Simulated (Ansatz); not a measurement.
The starting structures come from a database of crystals and need not be the phases stable at ambient conditions.

 Where the default PAW files enter, the runs use the earlier of Ansatz's two default sets.

The decay constant κ of evanescent states in the gap governs leakage through a thin film.

Consider the following.

```
Ca2As2O7
1.0
    5.86237     0.00000     0.00000
   -1.60120     5.63946     0.00000
    0.58833     0.77863     4.82852
Ca As O
2 2 7
Direct
  0.30678   0.69322   0.50000
  0.69322   0.30678   0.50000
  0.22629   0.22629   0.09052
  0.77371   0.77371   0.90948
  0.08436   0.38352   0.27677
  0.91564   0.61648   0.72323
  0.61648   0.91564   0.72323
  0.38352   0.08436   0.27677
  0.00000   0.00000   0.00000
  0.38216   0.38216   0.78626
  0.61784   0.61784   0.21374
```

Space group of this cell: C2/m. The cell is taken as given; by r2SCAN its mean pressure is -1.6 GPa.

Transport runs along the normal of the first two printed cell vectors.

No gap correction and no spin-orbit coupling; mid-gap values are interpolated between computed energies.

Predict the band gap and the smallest decay constant κ at mid-gap from Ansatz (a first-principles code) with r2SCAN.

Gap 4.34 eV on a 6×6×6 mesh; κ = 0.390 1/Å, at the zone centre.
